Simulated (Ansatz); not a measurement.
## Pt on a Au site (middle of the slab) in a 3x3 cell of the 1x1 (111) surface of fcc Au (the real clean face reconstructs)

All values below come from PBE (plane waves to 420 eV, PAW; Ansatz, an electronic-structure program).

Slab: 36 atoms, 7.2 Å thick at the start (thin: gaps and levels are the slab's own); k 4x4x1, smearing 0.1 eV, dipole-corrected; 9 atoms held, the rest relaxed; symmetry of the start imposed; no spin, no spin-orbit, no U.

| Quantity | Value |
|---|---|
| formation energy against fcc Au, fcc Pt | 102 meV |
| work function of the top face | 5.12 eV |
| change of the work function | 0.000 eV |
| change of the step from the bottom to the top vacuum level, against the clean slab | -0.005 eV |
| energy released by relaxation | 0.013 eV |
| largest move of a host atom | 0.02 Å |
